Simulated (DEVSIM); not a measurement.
System: abrupt Ge p-n junction, at 250 K.

Layer 1 from the left is Ge, thickness (μm) 7.30, Na (cm⁻³) 3.7e17, τn (s) 2.4e-5, τp (s) 2.4e-5. Layer 2 from the left is Ge, thickness (μm) 5.70, Nd (cm⁻³) 3.9e16, τn (s) 2.4e-5, τp (s) 2.4e-5.

Left contact: ohmic. Right contact: ohmic. Voltage is applied to the left contact. Recombination: SRH at mid-gap. Mobility is constant in doping.

Constants are typed, rounded textbook-type inputs, not results; the design itself was drawn at random and stands for no fabricated device. Values at 300 K; Nc and Nv go as T^1.5, mobilities as T to minus their exponent, the gap by Varshni's rule with the affinity fixed.

Ge: gap (eV) 0.664, affinity (eV) 4, permittivity 16, Nc (cm⁻³) 1.04e19, Nv (cm⁻³) 6e18, μn (cm²/Vs) 3900, μp (cm²/Vs) 1900, T exponent of μn 1.66, T exponent of μp 2.33, Varshni α (eV/K) 0.000477, Varshni β (K) 235.

### Question
Estimate by hand the built-in potential, the peak field at zero bias, and compare with a numerical solution.

### Answer

- Built-in potential: ni = √(Nc Nv) exp(−Eg/2kT) = 7.88e11 cm⁻³ with Eg = 0.683 eV; Vbi = kT/q ln(Na Nd/ni²) = 0.514 V; numerical 0.514 V.
- Peak field at zero bias: depletion approximation: W = √(2εVbi/(qN)) = 0.161 μm with N = 3.53e16 cm⁻³; field = 2Vbi/W = 64100 V/cm; numerical 62000 V/cm (estimate above by 3.3 %).

DEVSIM, 1D drift-diffusion, Boltzmann statistics, complete ionisation; no tunnelling, impact ionisation, image-force lowering or self-heating.
